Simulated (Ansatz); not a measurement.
**What pressure 5 GPa does to Li2Se**

The parent structure is Li2Se in the anti-fluorite structure (space group Fm-3m, No. 225; a = 6.006 Å).

Modification: a hydrostatic pressure of 5 GPa.

All numbers come from PBE, PAW, 420 eV (Ansatz, a first-principles code; no spin-orbit coupling). k-mesh 10×10×10 (Γ-centred); smearing 0.05 eV (Fermi–Dirac).

The volume per atom drops by 2.013 Å³ to 16.04 Å³ and the density goes up by 0.357 g/cm³ to 3.20 g/cm³. The lattice parameter a shrinks by 0.438 bohr (11.350 bohr → 10.912 bohr) and the shortest interatomic distance decreases by 0.190 bohr to 4.725 bohr. The enthalpy H = E + PV relative to the base's energy amounts to +0.53 eV/atom and the band gap drops by 0.11 eV, from 2.98 eV to 2.87 eV. The gap character is still indirect, Γ → X and the smallest direct gap rises by 0.527 eV, from 3.38 eV to 3.90 eV. The electron mass changes from 0.63 mₑ along k, 0.32 mₑ across (at X) to 0.60 mₑ along k, 0.30 mₑ across (at X) and the hole mass (degenerate bands, along [100]) goes from 0.36, 0.83, 0.83 mₑ (at Γ) to 0.36, 0.72, 0.72 mₑ (at Γ). The valley order (the lowest conduction-band minima on the path, energy above the VBM, named in the base's zone) changes from X along ⟨100⟩ 2.98 eV; Γ 3.38 eV to X along ⟨100⟩ 2.87 eV; Γ 3.90 eV.

Load acts through the strain it causes; cell and atoms are relaxed under it. Masses are band curvatures over ±0.01 Å⁻¹ around the edge. Along k means along the line from Γ to the band edge. Whether these cells are dynamically stable was not tested. Competing high-pressure phases were not computed.
